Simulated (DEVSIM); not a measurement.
System: GaN n+/n-/n+ resistor, at 400 K.

```tsv
layer (left to right)	material	thickness (μm)	Nd (cm⁻³)	τn (s)	τp (s)
1	GaN	0.120	2e17	1.2e-8	1.2e-8
2	GaN	4.00	3.3e14	1.2e-8	1.2e-8
3	GaN	0.290	1.1e17	1.2e-8	1.2e-8
```

Left contact: ohmic. Right contact: ohmic. Voltage is applied to the left contact. Recombination: SRH at mid-gap, radiative, Auger. Mobility is μmin + (μ − μmin)/(1 + (N/Nref)^α).

Constants are typed, rounded textbook-type inputs, not results; the design itself was drawn at random and stands for no fabricated device. Values at 300 K; Nc and Nv go as T^1.5, mobilities as T to minus their exponent, the gap by Varshni's rule with the affinity fixed.

```
parameter             GaN
----------------  -------
gap (eV)             3.43
affinity (eV)         4.1
permittivity          9.5
Nc (cm⁻³)          2.3e18
Nv (cm⁻³)          4.6e19
μn (cm²/Vs)          1200
μp (cm²/Vs)           100
μn,min                 55
μp,min                  3
Nref,n               2e17
Nref,p               3e17
αn                      1
αp                      2
T exponent of μn      1.5
T exponent of μp        2
B (cm³/s)           1e-11
Cn (cm⁶/s)          1e-30
Cp (cm⁶/s)          1e-30
Varshni α (eV/K)  0.00091
Varshni β (K)         830
```

Simulated with DEVSIM: 1D drift-diffusion, Boltzmann statistics, complete ionisation; no tunnelling, impact ionisation, image-force lowering or self-heating.

The doping Nd of layer 1 was swept, all else fixed.

| doping Nd of layer 1 (cm^-3) | dark forward voltage at 100 A/cm² (V) |
|---|---|
| 6e15 | 0.811 |
| 2e16 | 0.796 |
| 6e16 | 0.789 |
| 2e17 | 0.785 |
| 6e17 | 0.782 |

From the first row to the last the dark forward voltage at 100 A/cm² goes from 0.811 to 0.782.
